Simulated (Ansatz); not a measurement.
Base system: CdO in the rock salt structure (space group Fm-3m, No. 225; a = 4.768 Å).

Method: plane-wave PAW DFT at the PBE level (Ansatz, a program for electronic structure, 420 eV), spin-orbit coupling left out, earlier PAW set.

Before the change:

* **Magnetic state**: not spin-polarised
* **Lattice parameter a**: 9.011 bohr
* **Largest site moment**: 0.00 μB

Now apply this change: every Cd is replaced by Mn; the structure is relaxed again.

**Question.** What does the calculation give for the magnetic state, lattice parameter a and largest site moment after the change?

**Answer.** The magnetic state goes from not spin-polarised to ferromagnetic; the lattice parameter a shrinks by 0.615 bohr to 8.396 bohr; the largest site moment goes from zero to 4.04 μB.

Stability against distortions was not tested. No Hubbard U is applied and the magnetic state is the run's own (MnO ferromagnetic); other magnetic orders, which need larger cells, were not tried and can change the gap. Spin-polarised in the final run: MnO; the other runs are not. In its common phase, real MnO is an antiferromagnetic insulator at low temperature.
